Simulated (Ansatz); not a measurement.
Take Bi$_{2}$Te$_{3}$ in the Bi2Te3 type structure (space group R-3m, No. 166) as the base.

```
Bi2Te3
1.0
    2.19727     1.26859    10.46143
   -2.19727     1.26859    10.46143
    0.00000    -2.53719    10.46143
Bi Te
2 3
Direct
  0.39834   0.39834   0.39834
  0.60166   0.60166   0.60166
  0.00000   0.00000   0.00000
  0.21376   0.21376   0.21376
  0.78624   0.78624   0.78624
```

Cartesian axes are those of the cell as printed.

Computed with Ansatz (a quantum-chemistry and plane-wave program), r2SCAN+rVV10, PAW, cutoff 500 eV, no spin-orbit coupling.

Base values:

The electron mass is 0.43 mₑ along c, 0.090 mₑ across (at Γ).

Perturbation: tensile biaxial strain of 0.66 % in the plane normal to [001], as in epitaxy on a mismatched substrate; the out-of-plane cell vector and the atoms relax.

**Question.** Estimate the effect on the electron mass.

**Answer.** The electron mass changes from 0.43 mₑ along c, 0.090 mₑ across (at Γ) to 0.41 mₑ out of plane, 0.088 mₑ in plane (at Γ).

**Question.** What does the calculation give for the energy relative to the base after the change?

**Answer.** The energy increases by 0.6 meV/atom.

**Question.** What happens to the out-of-plane strain?

**Answer.** The out-of-plane strain amounts to -0.77 %.

With Bi and Te present, leaving out spin-orbit coupling can change the band edges. The levels and masses belong to the bands next to the band gap. Masses are band curvatures over ±0.01 Å⁻¹ around the edge. Whether these cells are dynamically stable was not tested.
